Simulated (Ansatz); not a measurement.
The parent structure is ZnSnAs₂ in the chalcopyrite structure (space group I-42d, No. 122; a = 5.839 Å, c = 11.737 Å). Axes: x, y, z lie along a, b, c of the conventional cell.

The values are results of PBEsol (Ansatz, an electronic-structure program), no spin-orbit coupling, not measurements.

For the base:

- Pressure: 0.0 GPa

Perturbation: the cell is stretched by 3.00 % along x with no lateral relaxation; the atoms relax in the strained cell.

Q: What happens to the energy relative to the base, pressure and largest internal atomic displacement?

A: The energy rises by 6.1 meV/atom; the pressure (mean of the normal stresses, compression positive) goes from zero to -1.7 GPa; the largest internal atomic displacement comes out as 0.019 Å.

Whether these cells are dynamically stable was not tested. All final runs are without spin polarisation.
